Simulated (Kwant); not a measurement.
Model system: In0.53Ga0.47As/InP stack with 1 barrier. One parabolic valley. Leads of mass 0.041 mₑ with the band edge at 0; grid 0.1 nm; bias swept from 0.01 to 0.44931 V, dropping linearly over the stack. Emitter Fermi level 0.045 eV, 77 K, equal in the collector.

```json
[
 {"layer": "1", "thickness (nm)": "6.1", "band offset (eV)": "0.25", "mass (mₑ)": "0.08"}
]
```

Constants are typed, rounded textbook-type inputs, not results; the design itself was drawn at random and stands for no fabricated device.

Model: one-band effective-mass tight-binding model in one dimension, coherent, no space charge, current by the Tsu-Esaki formula (Kwant).

Sweep values stay those of the base run.

Base results: J (A/cm²) at bias = 0.3310 V 9030; J (A/cm²) at bias = 0.1114 V 1120; J (A/cm²) at bias = 0.4493 V 35300; J (A/cm²) at bias = 0.2297 V 3300.

Problem. What follows from this one change: temperature 77 → 300 K?

Solution. J at bias = 0.3310 V 9030 → 45600 A/cm²; J at bias = 0.1114 V 1120 → 4840 A/cm²; J at bias = 0.4493 V 35300 → 157000 A/cm²; J at bias = 0.2297 V 3300 → 15700 A/cm².

Problem. What follows from this one change: mass in the first barrier 0.08 → 0.1 mₑ?

Solution. J at bias = 0.3310 V 9030 → 5260 A/cm²; J at bias = 0.1114 V 1120 → 488 A/cm²; J at bias = 0.4493 V 35300 → 29500 A/cm²; J at bias = 0.2297 V 3300 → 1610 A/cm².

Problem. What follows from this one change: height of the first barrier 0.25 → 0.3 eV?

Solution. J at bias = 0.3310 V 9030 → 2670 A/cm²; J at bias = 0.1114 V 1120 → 396 A/cm²; J at bias = 0.4493 V 35300 → 8820 A/cm²; J at bias = 0.2297 V 3300 → 1080 A/cm².

Problem. What follows from this one change: Fermi level in the emitter 0.045 → 0.034 eV?

Solution. J at bias = 0.3310 V 9030 → 4540 A/cm²; J at bias = 0.1114 V 1120 → 573 A/cm²; J at bias = 0.4493 V 35300 → 17500 A/cm²; J at bias = 0.2297 V 3300 → 1680 A/cm².

Problem. What follows from this one change: thickness of the first barrier 6.1 → 8.5 nm?

Solution. J at bias = 0.3310 V 9030 → 1900 A/cm²; J at bias = 0.1114 V 1120 → 65.2 A/cm²; J at bias = 0.4493 V 35300 → 22700 A/cm²; J at bias = 0.2297 V 3300 → 345 A/cm².
